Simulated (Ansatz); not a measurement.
## NaAu2 (Fd-3m): resistivity and electron-phonon coupling

Given:

```xyz
6
Lattice="0.0000 3.8989 3.8989 3.8989 0.0000 3.8989 3.8989 3.8989 0.0000" Properties=species:S:1:pos:R:3 pbc="T T T"
Na     5.8484     5.8484     5.8484
Na     3.8989     3.8989     3.8989
Au     2.9242     0.9747     2.9242
Au     0.9747     0.9747     0.9747
Au     0.9747     2.9242     2.9242
Au     2.9242     2.9242     0.9747
```

Calculation: PBEsol, DFPT electron-phonon coupling, linearised Boltzmann equation (plane waves, PAW, scalar-relativistic; Ansatz, an electronic-structure program). Cell: relaxed with this functional, without spin-orbit coupling.

| Quantity | Result |
|---|---|
| resistivity at 300 K | 8.7 μΩ·cm |
| electron mean free path at 300 K (weighted by the current that each state carries) | 18.9 nm |
| electron-phonon coupling λ | 0.23 |
| transport coupling λ_tr | 0.23 |
| logarithmic mean phonon energy | 8.2 meV |
| density of states at the Fermi level | 0.74 states/(eV·spin·cell) |
| Drude plasma energy | 5.6 eV |
| Hall coefficient at 300 K | 7.9 ×10⁻¹¹ m³/C |

A metal at this level (no band gap). Only scattering by harmonic phonons is included (no impurities, grain boundaries, electron-electron scattering or thermal expansion). Spin-orbit coupling is left out, which matters with elements this heavy. The self-energy correction of the phonons between q points moved λ by 5 %. The run warned that the eigensolver left some states short of its tolerance. Halving the electron mesh (20x20x20) moves the resistivity by up to 10 % at 300 K, the mean free path by up to 8 %, the coupling by up to 4 %. Smearing 0.20 eV; phonons on a 3x3x3 q mesh, which this run doesn't test and which matters most at low temperature.

Formula and space group known from diffraction (Crystallography Open Database), not checked to be the room-temperature form: NaAu2 (Fd-3m).
